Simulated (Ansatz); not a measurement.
We consider cubic perovskite RbCdF3, described by LDA (plane waves, PAW; Ansatz, a quantum-chemistry and plane-wave program).

Run with plane-wave cutoff 520 eV, 8×8×8 k mesh, Fermi–Dirac smearing 0.01 eV, scalar-relativistic PAW data made under PBE.

Results at a series of volumes:

```
V (Å³/atom)  E − E_lowest (meV/atom)  P (GPa)
-----------  -----------------------  -------
15.241                         15.54     5.43
15.565                          6.63     3.41
15.889                          1.60     1.61
16.213                          0.00     0.01
16.538                          1.45    -1.41
16.862                          5.61    -2.67
17.186                         12.18    -3.79
```

**Question.** What bulk modulus B0 and pressure derivative B′ does a third-order Birch–Murnaghan fit give?

**Answer.** V0 = 16.215 Å³/atom, B0 = 75.2 GPa, B′ = 4.9 (fit to the energies at full precision).

Note: the relaxation could not lower the start's symmetry, so the cell can be a saddle point above a distorted one.

The computed numbers hold no vibrational or temperature effects.

The result took around 60 core-seconds (rough).
